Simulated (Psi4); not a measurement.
Psi4 1.11, PBE/def2-tzvp: Sc(Cl)(OH)2 ([OH][Sc]([OH])[Cl]), 6 atoms. The geometry is a generated start, not checked to be a minimum at this level.

```json
{
  "task": "energy",
  "method": "pbe",
  "basis": "def2-tzvp",
  "memory": "3 GB",
  "maxiter": "100",
  "keys_of_the_molecule_block": "symmetry c1",
  "scf_type": "df (default)",
  "e_convergence": "1e-06 (default)",
  "d_convergence": "1e-06 (default)",
  "dft_radial_points": "75 (default)",
  "dft_spherical_points": "302 (default)",
  "basis_functions": "156",
  "grid_points": "130911"
}
```

```xyz
6

Sc     0.3975     0.0082    -0.0960
Cl     2.5068     0.0065    -0.8075
O     -0.0340    -1.0008     1.3150
H     -0.5503    -1.3765     2.0323
O     -0.7724     0.9588    -1.0490
H     -1.5476     1.4038    -1.3949
```

Charge 0 and multiplicity 1 are set for this test and not shown to be the ground state.

With the defaults (diis = true, scf_initial_accelerator = adiis, damping_percentage = 0, soscf = false, soscf_start_convergence = 0.01, diis_max_vecs = 10, guess = auto, which took SAD, level_shift = 0, level_shift_cutoff = 0.01) it converges in 11 SCF iterations. One run each on 2 threads, with these changes:
- soscf = true
- diis_max_vecs = 20
- guess = modhuckel
- soscf = true, soscf_start_convergence = 0.001
- level_shift = 0.1, level_shift_cutoff = 0.001
- diis = false, scf_initial_accelerator = none, damping_percentage = 60
- guess = gwh
- scf_initial_accelerator = ediis
- damping_percentage = 20

Problem. Name the settings that don't reach the solution of the defaults.

Solution. No convergence: diis = false, scf_initial_accelerator = none, damping_percentage = 60 (the run ends without SCF convergence in 100 iterations). The rest reach the solution of the defaults.

| setting | SCF iterations | JK calls | end |
|---|---|---|---|
| soscf = true, soscf_start_convergence = 0.001 | 8 | 19 | same solution |
| soscf = true | 8 | 29 | same solution |
| level_shift = 0.1, level_shift_cutoff = 0.001 | 10 | 11 | same solution |
| the defaults | 11 | 12 | same solution |
| scf_initial_accelerator = ediis | 11 | 12 | same solution |
| diis_max_vecs = 20 | 11 | 12 | same solution |
| guess = modhuckel | 11 | 36 | same solution |
| guess = gwh | 17 | 17 | same solution |
| damping_percentage = 20 | 22 | 23 | same solution |
| diis = false, scf_initial_accelerator = none, damping_percentage = 60 | 100 | 101 | no convergence |

An SOSCF iteration holds several JK calls; a Hückel guess adds calls on atoms. 1 further run of the study ended by our limits or in an error and is left out.
